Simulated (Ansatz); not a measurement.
The parent structure is Au in the fcc (Cu type) structure (space group Fm-3m, No. 225; a = 4.125 Å; relaxed with 0.1 eV smearing).

Computed with r2SCAN (Ansatz, a quantum-chemistry and plane-wave program; PAW; 500 eV plane waves; no SOC).

Strains are applied to the cell and any free atomic positions relax.

One change was made to it. Results:

| quantity | base | after |
|---|---|---|
| energy relative to the base (free energy F) | 0 meV/atom | +16 meV/atom |
| pressure | 0.0 GPa | -6.0 GPa |

Name the change that was made.
(A) isotropic strain +2.50 %
(B) isotropic strain +1.00 %
(C) isotropic strain +1.50 %
(D) isotropic strain +3.00 %

C, isotropic strain +1.50 %. For comparison, the energy relative to the base in the other runs: isotropic strain +3.00 % gives +59 meV/atom; isotropic strain +2.50 % gives +42 meV/atom; isotropic strain +1.00 % gives +7.2 meV/atom.

No phonon test of stability was made.
